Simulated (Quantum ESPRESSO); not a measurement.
## Sensitivity of a calculation on CO2 (Cmce, 6 atoms in the cell) to its settings

```yaml
crystal:
  lattice:
    - [2.63591, 2.38738, 0.00000]
    - [-2.63591, 2.38738, 0.00000]
    - [0.00000, 0.00000, 6.58717]
  atoms:
    - { symbol: C, position: [0.00000, 0.00000, 0.00000] }
    - { symbol: C, position: [0.50000, 0.50000, 0.50000] }
    - { symbol: O, position: [0.19349, 0.19349, 0.10816] }
    - { symbol: O, position: [0.80651, 0.80651, 0.89184] }
    - { symbol: O, position: [0.30651, 0.30651, 0.60816] }
    - { symbol: O, position: [0.69349, 0.69349, 0.39184] }
```

Base run A: PBEsol, GBRV 1.5 ultrasoft (PBESOL) pseudopotentials (Quantum ESPRESSO), self-consistent single point.

Its settings: ecutwfc = 40 Ry; ecutrho = 200 Ry; occupations = smearing; smearing = fd; degauss = 0.00147 Ry; potentials = {C: c_pbesol_v1.2.uspp.F.UPF, O: o_pbesol_v1.2.uspp.F.UPF}; K_POINTS = automatic 8 8 4 1 1 1; conv_thr = 1e-10 Ry.

The starting cell comes from a database of computed structures (which also holds hypothetical and non-ambient phases and stackings), without a prior relaxation at this level. Another mesh or the band path of this cell gives a smaller gap, so this value is not converged in the mesh.

ΔF is the free energy per atom less that of run A. 

Run A gave: pressure (GPa) 1.59; largest force (eV/Å) 0.202; gap on the mesh (eV) 6.779; k-points 40.

Runs:
- B: nbnd: default → 24
- C: lattice scaled by 0.985; ecutwfc: 40 Ry → 24 Ry; ecutrho: 200 Ry → 120 Ry
- D: ecutwfc: 40 Ry → 36 Ry; ecutrho: 200 Ry → 180 Ry
- E: ecutrho: 200 Ry → 120 Ry
- F: K_POINTS: automatic 8 8 4 1 1 1 → automatic 10 10 6 1 1 1
- G: diagonalization: default → rmm-paro
- H: mixing_beta: default → 0.5

Task: What does run C change against A?

Result: The free energy goes up by 673 meV/atom, the pressure goes from 1.59 to -31.17 GPa, the largest force goes from 0.202 to 2.222 eV/Å and the gap on the mesh goes from 6.779 to 6.940 eV.

Task: What does run E change against A?

Result: The free energy goes down by 2.5 meV/atom, the pressure moves little (1.59 to 1.67 GPa), the largest force goes from 0.202 to 0.195 eV/Å and the gap on the mesh moves little (6.779 to 6.786 eV).

| run | ΔF (meV/atom) | pressure (GPa) | largest force (eV/Å) | gap on the mesh (eV) | k-points |
|---|---|---|---|---|---|
| A | 0.00 | 1.59 | 0.202 | 6.779 | 40 |
| B | 0.00 | 1.59 | 0.202 | 6.779 | 40 |
| C | 672.9 | -31.17 | 2.222 | 6.940 | 40 |
| D | 5.9 | 0.85 | 0.205 | 6.778 | 40 |
| E | -2.5 | 1.67 | 0.195 | 6.786 | 40 |
| F | 0.00 | 1.59 | 0.202 | 6.686 | 90 |
| G | 0.00 | 1.59 | 0.202 | 6.779 | 40 |
| H | 0.00 | 1.59 | 0.202 | 6.779 | 40 |
